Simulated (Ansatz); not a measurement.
**Worked sum: formation energy of AlN (zinc blende, F-43m) from the elements**

This concerns the formation energy of AlN (zinc blende, F-43m) from the elements. Reaction: Al (fcc) + 1/2 N2 (gas) → AlN (zinc blende). A negative value means that the right-hand side lies lower. The value is per atom of the solid.

AlN (zinc blende, F-43m), 2 atoms in the cell. Conventional cell: a = b = c = 4.4025 Å, α = β = γ = 90.00°.

Setting: static, neutral cells in Ansatz (PAW) whose structures rest at the PBE level. Ansatz (a quantum-chemistry and plane-wave program) runs with its PAW set soft_1. Other levels take these structures. The lattices are those relaxed with PBE, so at other levels the solids can be strained, which adds to the spread. A dispersion term (D3(BJ), or D4 for r2SCAN) was computed beside these levels and is taken off wherever the name lacks it.

Total energies of the cells in eV, at zero smearing width. They compare only within one column; the weights balance every element.

```
cell               atoms  weight      r2SCAN   r2SCAN+D4
-----------------  -----  ------  ----------  ----------
AlN (zinc blende)      2      +2  -928.43147  -928.65669
Al (fcc)               1      −2  -540.40807  -540.52651
N2 (gas)               2      −1  -769.62317  -769.62547
```

r2SCAN: 2 × (-928.43147) − 2 × (-540.40807) − (-769.62317) = -6.424 eV; dividing by 4 atoms gives -1.61 eV/atom.

r2SCAN+D4: 2 × (-928.65669) − 2 × (-540.52651) − (-769.62547) = -6.635 eV; dividing by 4 atoms gives -1.66 eV/atom.

What follows from the r2SCAN value: A formula unit of AlN has 2 atoms, so it forms with -1.6059 × 2 = -3.212 eV, or -309.9 kJ/mol at 96.485 kJ/mol per eV.
